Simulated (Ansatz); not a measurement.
**fcc Au (0 0 1) on rock-salt PbS (0 0 1) (film strained to the substrate, started from cuts of the bulks and a machine-learned relaxation; slabs Pb6S6 and Au12, which can lie off the formulas)**

A periodic stack without vacuum, fcc Au (0 0 1) on rock-salt PbS (0 0 1) (film strained to the substrate, started from cuts of the bulks and a machine-learned relaxation; slabs Pb6S6 and Au12, which can lie off the formulas): substrate slab Pb6S6, film Au12, surface cells [[1, 0], [1, 1]] and [[0, -1], [2, 1]], film strained by +2.2 and +2.2 %, outermost planes PbS/PbS and Au/Au as cut, which need not be the usual terminations and can put a slab off its formula.

The start was prepared with a machine-learned potential, and the result is one local minimum, with the in-plane cell held and forces under 0.04 eV/Å; the film can end far from its bulk form.

Level of theory: PBE (plane waves to 420 eV, PAW; Ansatz, a quantum-chemistry and plane-wave program). No spin–orbit coupling; the runs are not spin-polarised. Its k-point mesh 7×7×1, Fermi–Dirac width 0.05 eV.

| Property | Result |
|---|---|
| interface area | 18.1 Å² |
| period | 30.44 Å |
| heights between the nearest atoms of the two slabs at the two interfaces | 2.56 and 2.57 Å |
| Au–Pb contacts across the interfaces within 1.22 times the sum of covalent radii | 2, mean 2.83 Å |
| Au–S contacts across the interfaces within 1.22 times the sum of covalent radii | 2, mean 2.56 Å |

```
Au2PbS
1.0
    4.24751    -0.00064    -0.09795
   -0.00056     4.24832    -0.05215
    0.71617    -1.78919    30.46020
Pb S Au
6 6 12
Direct
  0.01928   0.98333   0.14098
  0.51116   0.43184   0.04265
  0.01865   0.08158   0.33816
  0.51835   0.53112   0.23880
  0.01032   0.18207   0.53471
  0.51832   0.62916   0.43629
  0.52174   0.47959   0.14232
  0.02864   0.93161   0.04163
  0.52228   0.57738   0.33946
  0.02196   0.03348   0.23837
  0.53017   0.67666   0.53625
  0.02207   0.13116   0.43528
  0.53775   0.25338   0.68971
  0.03724   0.75354   0.69015
  0.03713   0.22175   0.62767
  0.53530   0.71835   0.62023
  0.53847   0.31978   0.82110
  0.03782   0.81993   0.82192
  0.03851   0.28665   0.75613
  0.53797   0.78651   0.75533
  0.53725   0.38494   0.94975
  0.03544   0.88917   0.95722
  0.03767   0.35351   0.88758
  0.53690   0.85311   0.88713
```
